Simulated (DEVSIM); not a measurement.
Structure: Ti/Al2O3/p-InP capacitor, at 300 K.

```tsv
layer (left to right)	material	thickness (nm)	Na (cm⁻³)
1	Al2O3	4.30	-
2	InP	7100	7.7e15
```

Metal gate on the left, work function 4.33 eV. Fixed charge at the semiconductor interface 4.9e10 cm⁻² (in units of +e); interface traps 9.7e11 cm⁻² eV⁻¹, uniform in energy, neutral level at 0.3 of the gap above the valence band.

This is a model device: material constants are rounded textbook-type values typed into the input, and sizes, dopings and lifetimes were drawn at random. Values at 300 K; Nc and Nv go as T^1.5, mobilities as T to minus their exponent, the gap by Varshni's rule with the affinity fixed.

```tsv
parameter	Al2O3	InP
gap (eV)	6.8	1.344
affinity (eV)	1.35	4.38
permittivity	9	12.5
Nc (cm⁻³)	-	5.7e17
Nv (cm⁻³)	-	1.1e19
Varshni α (eV/K)	-	0.000363
Varshni β (K)	-	162
```

Model (solved in DEVSIM): 1D Poisson equation in equilibrium, Boltzmann statistics, complete ionisation; no quantum confinement or tunnelling. Metal contacts follow the ideal Schottky-Mott rule: no Fermi-level pinning, no interface dipoles.

Base results: flat-band voltage (V) -1.23; minimum of the low-frequency capacitance (μF/cm²) 0.167; threshold voltage (band bending 2φF) (V) -0.07; capacitance of the dielectric stack (μF/cm²) 1.85.

### Question
What follows from this one change: fixed charge 4.9e+10 → 5.149e+12 cm^-2?

### Answer
flat-band voltage -1.23 → -1.67 V; minimum of the low-frequency capacitance little changed (0.167 μF/cm²); threshold voltage (band bending 2φF) -0.07 → -0.51 V; capacitance of the dielectric stack little changed (1.85 μF/cm²).

### Question
What follows from this one change: substrate doping 7.7e+15 → 3.8e+15 cm^-3?

### Answer
flat-band voltage -1.23 → -1.21 V; minimum of the low-frequency capacitance 0.167 → 0.160 μF/cm²; threshold voltage (band bending 2φF) -0.07 → -0.10 V; capacitance of the dielectric stack little changed (1.85 μF/cm²).

### Question
What follows from this one change: Al2O3 thickness 0.0043 → 0.0037 μm?

### Answer
flat-band voltage little changed (-1.23 V); minimum of the low-frequency capacitance little changed (0.169 μF/cm²); threshold voltage (band bending 2φF) -0.07 → -0.08 V; capacitance of the dielectric stack 1.85 → 2.15 μF/cm².

### Question
What follows from this one change: gate work function 4.33 → 4.18 eV?

### Answer
flat-band voltage -1.23 → -1.38 V; minimum of the low-frequency capacitance little changed (0.167 μF/cm²); threshold voltage (band bending 2φF) -0.07 → -0.22 V; capacitance of the dielectric stack little changed (1.85 μF/cm²).
